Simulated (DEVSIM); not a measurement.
Structure: abrupt Ge p-n junction, at 300 K.

Layer 1 from the left is Ge, thickness (μm) 6.00, Na (cm⁻³) 1.3e18, τn (s) 0.00026, τp (s) 8.5e-6. Layer 2 from the left is Ge, thickness (μm) 0.410, Nd (cm⁻³) 5.3e15, τn (s) 8.5e-6, τp (s) 8.5e-6.

Left contact: ohmic. Right contact: ohmic. Voltage is applied to the left contact. Recombination: SRH at mid-gap, Auger. Mobility is μmin + (μ − μmin)/(1 + (N/Nref)^α).

The device is made up for the run: typed textbook-type constants, with dimensions and the other settings drawn at random. Values at 300 K.

Ge: gap (eV) 0.664, affinity (eV) 4, permittivity 16, Nc (cm⁻³) 1.04e19, Nv (cm⁻³) 6e18, μn (cm²/Vs) 3900, μp (cm²/Vs) 1900, μn,min 150, μp,min 100, Nref,n 2.6e17, Nref,p 4e17, αn 0.56, αp 0.6, Cn (cm⁶/s) 1e-31, Cp (cm⁶/s) 1e-31.

DEVSIM, 1D drift-diffusion, Boltzmann statistics, complete ionisation; no tunnelling, impact ionisation, image-force lowering or self-heating.

Q: What does the simulation give for the dark forward voltage at 1 A/cm², the dark forward voltage at 100 A/cm², the potential step across the device at zero bias?

A: dark forward voltage at 1 A/cm² 0.082 V; dark forward voltage at 100 A/cm² 0.215 V; potential step across the device at zero bias 0.428 V.
